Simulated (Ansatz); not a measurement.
PbS (Pnma, No. 62, 8 atoms in the cell; start mp-1078500; a measured phase of this formula has another space group), treated with r²SCAN-D4 (plane waves, PAW; Ansatz, a quantum-chemistry and plane-wave program).

Numerical settings: plane-wave cutoff 500 eV, 4×10×10 k mesh (along the axes of the cell as run), gaussian smearing 0.02 eV, scalar-relativistic PAW data made under PBE.

Cell (relaxed at this level):

```yaml
crystal:
  lattice:
    - [12.01668, 0.00000, 0.00000]
    - [0.00000, 4.20650, 0.00000]
    - [0.00000, 0.00000, 4.35048]
  atoms:
    - { symbol: Pb, position: [0.87219, 0.25000, 0.18159] }
    - { symbol: Pb, position: [0.12781, 0.75000, 0.81841] }
    - { symbol: Pb, position: [0.62781, 0.75000, 0.68159] }
    - { symbol: Pb, position: [0.37219, 0.25000, 0.31841] }
    - { symbol: S, position: [0.64429, 0.25000, 0.10679] }
    - { symbol: S, position: [0.35571, 0.75000, 0.89321] }
    - { symbol: S, position: [0.85571, 0.75000, 0.60679] }
    - { symbol: S, position: [0.14429, 0.25000, 0.39321] }
```

Question: What does this level give for the band gap?

Answer: 
band gap: 1.50 eV (on the SCF k mesh)

Note: the relaxation could not lower the start's symmetry, so the cell can be a saddle point above a distorted one.

Spin–orbit coupling is not included; with these elements it can move the gap by several tenths of an eV or more.

Static lattice: no zero-point or thermal effects.

A start named mp-… is a Materials Project structure, which need not be a measured phase.
